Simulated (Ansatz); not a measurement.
Li on the 1x1 (111) surface of fcc Pd, one in a 2x2 cell, started at the site 'hollow Pd-Pd-Pd over Pd at depth 2.3 Å'

Calculation: PBE (plane waves to 420 eV, PAW; Ansatz, an electronic-structure program).

Set-up: 17 atoms, 6.8 Å thick at the start under the adsorbate (thin: gaps and levels are the slab's own); mesh 6x6x1; 0.1 eV smearing; dipole correction on; 8 atoms held, the rest relaxed; start symmetry kept, larger cells not searched; no spin, no spin-orbit, no U, no dispersion correction. At the end it is bonded to 3 Pd. In PBE it is, or lies within 0.03 eV of, the lowest of the starts that converged.

adsorption energy against an atom of bcc Li: -1.20 eV
work function of the top face: 2.63 eV
change of the work function: -2.61 eV
change of the step from the bottom to the top vacuum level, against the clean slab: -2.62 eV
energy released by relaxation: 0.15 eV
height of the binding atom over the mean of the host atoms within 0.3 Å of the top one: 1.900 Å
nearest host atoms of the binding atom: Pd at 2.51 Å, Pd at 2.51 Å, Pd at 2.51 Å
largest move of a host atom: 0.06 Å
cost: roughly 6 core-minutes

A negative adsorption energy means that the adsorbate is more stable on the surface than in its reference.
